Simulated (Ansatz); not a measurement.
# What uniaxial strain ε_zz = +3.00 % does to SnO

The reference is SnO (space group P4/nmm, No. 129; a = 3.769 Å, c = 4.557 Å; layered, stacked along the Cartesian z axis; relaxed with 0.1 eV smearing). Axes: x, y, z lie along a, b, c of the conventional cell.

It is then changed as follows: the cell is stretched by 3.00 % along z with no lateral relaxation; the atoms relax in the strained cell.

All numbers come from plane-wave PAW DFT at the PBEsol-D3(BJ) level (Ansatz, an electronic-structure program, 420 eV), without spin-orbit coupling. Γ-centred 15×15×13 mesh, Fermi–Dirac width 0.1 eV.

| quantity | base | changed | shift |
|---|---|---|---|
| space group | P4/nmm (No. 129) | P4/nmm (No. 129) | – |
| shortest interatomic distance | 2.211 Å | 2.214 Å | +0.003 Å |
| energy relative to the base (free energy F) | 0 meV/atom | +2.5 meV/atom | +2.5 meV/atom |
| band gap | zero | zero | – |
| largest internal atomic displacement | – | 0.028 Å | – |
| stress (xx, yy, zz, yz, xz, xy; compression positive) | – | (-0.4, -0.4, -1.6, 0.0, 0.0, 0.0) GPa | – |

Whether these cells are dynamically stable was not tested. All final runs are without spin polarisation. A zero or small gap of SnO can be the functional's error rather than a property of the material.
